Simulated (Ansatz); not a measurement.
```yaml
crystal:
  lattice:
    - [4.34356, 0.00000, 0.00000]
    - [0.00000, 4.34356, 0.00000]
    - [0.00000, 0.00000, 4.98641]
  atoms:
    - { symbol: Cs, position: [0.00000, 0.00000, 0.00299] }
    - { symbol: Ge, position: [0.50000, 0.50000, 0.49879] }
    - { symbol: F, position: [0.00000, 0.50000, 0.54230] }
    - { symbol: F, position: [0.50000, 0.50000, 0.87171] }
    - { symbol: F, position: [0.50000, 0.00000, 0.54230] }
```

The cell was generated from a structure type, relaxed within its symmetry, and need not be the phase found at ambient conditions. Cs is the large-site (A) cation and Ge the one bonded closest to the anions (B).

Q: Give the diagonal Born effective charges atom by atom and the electronic dielectric tensor from linear response, Ansatz (a program for electronic structure), PBEsol functional, plane-wave PAW.

A: 
| atom | Z*xx | Z*yy | Z*zz |
|---|---|---|---|
| Cs1 | 1.35 | 1.35 | 1.46 |
| Ge2 | 3.69 | 3.69 | 2.20 |
| F3 | -3.52 | -0.64 | -0.77 |
| F4 | -0.87 | -0.87 | -2.11 |
| F5 | -0.64 | -3.52 | -0.77 |

ε∞ diagonal: 3.31, 3.31, 2.79. At this level the polar cell without biaxial strain is unstable to a cell-doubling distortion (lowest mode away from Γ 219i cm⁻¹ on a 2×2×2 mesh), so it is not the ground state. At Γ this cell has an unstable mode of 217i cm⁻¹, so it is a symmetry-held saddle and not a minimum.
